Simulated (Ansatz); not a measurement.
# Do energy and pressure agree? Two volumes of TiO2 (Imm2, 6 atoms in the cell)

```yaml
crystal:
  lattice:
    - [-1.88304, 1.88304, 4.73123]
    - [1.88304, -1.88304, 4.73123]
    - [1.88304, 1.88304, -4.73123]
  atoms:
    - { symbol: Ti, position: [0.75528, 0.25528, 0.50000] }
    - { symbol: Ti, position: [0.00000, 0.00000, 0.00000] }
    - { symbol: O, position: [0.54200, 0.04200, 0.50000] }
    - { symbol: O, position: [0.79200, 0.79200, 0.00000] }
    - { symbol: O, position: [0.20800, 0.20800, 0.00000] }
    - { symbol: O, position: [0.95800, 0.45800, 0.50000] }
```

Method: LDA (PW92), default PAW files made with PBE (plane waves; Ansatz, an electronic-structure program).

Settings: basis.ecutwfc = 1010 eV; kpoints.mp_grid.grid = 6 6 6; hamiltonian.xc = lda; hamiltonian.pseudopotentials = {kind: paw} (the program's default PAW files); scf.occupations.method = fermi_dirac; scf.occupations.width = 0.02 eV. This cutoff ends a ladder whose last two steps agree within 1 meV/atom.

The second cell is the first with its lattice scaled by 0.98, at the same fractional positions.

The starting cell has typed, rounded lattice constants, without a prior relaxation at this level. Its lattice was rescaled by up to half a per cent. One atom was moved a little off its site on purpose. Ansatz's pressure includes its estimate of the finite-basis (Pulay) stress.

| cell | volume (Å³/atom) | pressure (GPa) | F less the first cell's (meV/atom) |
|---|---|---|---|
| first | 11.1841 | -3.22 | 0.00 |
| second | 10.5264 | 12.17 | ? |

Estimate the energy of the second cell from the pressures, and the bulk modulus between the two volumes.

With P = −dF/dV, the trapezoid gives ΔF ≈ −(P₁ + P₂)/2 · ΔV = −(4.475 GPa) · (-0.6577 Å³) = 18.37 meV/atom (1 eV/Å³ = 160.22 GPa). The modulus at fixed fractional positions is B = −ΔP/Δln V = 254 GPa, a mean over the interval. P(V) is curved, so the trapezoid lies high by about |ΔV|³·B·(1 + B′)/(12·V̄²) = 1.59 meV/atom for an assumed B′ = 4, which leaves 16.78 meV/atom. The runs gave 16.72 meV/atom, a miss of 0.06 meV/atom. Cases were kept where this miss is small, so the page shows the method and is no test of it.

Left out of this page: 15 runs of the series outside the window shown, repeating another row's setting, or not comparable.

Keys are those of Ansatz 0.2.
